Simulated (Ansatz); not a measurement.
By PBEsol, the system below comes out a metal.

Consider the following.

```yaml
crystal:
  lattice:
    - [4.67231, 0.00000, 0.00000]
    - [-1.55744, 4.40510, 0.00000]
    - [1.55744, 2.20255, 3.81493]
  atoms:
    - { symbol: K, position: [0.00000, 0.00000, 0.00000] }
```

Space group of this cell: Im-3m, bcc (W type). The cell is taken as given.

The current flows along the normal of the first two printed cell vectors, the (110) plane of the conventional cell. No spin-orbit coupling; the value is a mean over 0.1 eV about the Fermi level.

Q: Predict the ballistic conductance per area from PBEsol (Ansatz, a first-principles code).

A: 0.32 × 10¹⁵ S/m² for both spins.
